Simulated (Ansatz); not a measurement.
## Lattice thermal conductivity of Ge$_{3}$N$_{4}$ (Fd-3m, relaxed from the spinel type)

Method: the phonon Boltzmann equation with three-phonon and isotope scattering; DFT at the PBEsol level (Ansatz, an electronic-structure program); third-order constants from a 112-atom supercell out to 4.8 Å, harmonic mesh 4×4×4, k mesh 4×4×4, scattering mesh 11×11×11. The cell was generated from a structure type, relaxed within its symmetry, and need not be the phase found at ambient conditions. Unless called populations, κ holds the coherence term between modes besides the Boltzmann populations.

```
T (K)  κ (W/m/K)  κ, relaxation time  coherences (mean)
-----  ---------  ------------------  -----------------
200           82                  82               0.19
250           58                  58               0.26
300           45                  45               0.33
400           31                  31               0.41
500           24                  24               0.48
600           19                  19               0.52
800           14                  14               0.58
1000          12                  12               0.63
```

```yaml
highest_phonon_frequency: 24.8 THz
exponent n of κ ∝ T⁻ⁿ above 300 K: 1.12
```

The result is for a perfect infinite crystal and omits four-phonon processes.

Whether this phase is the stable one at each condition was not tested.

The PAW data sets were generated under PBE and serve the other functionals too.
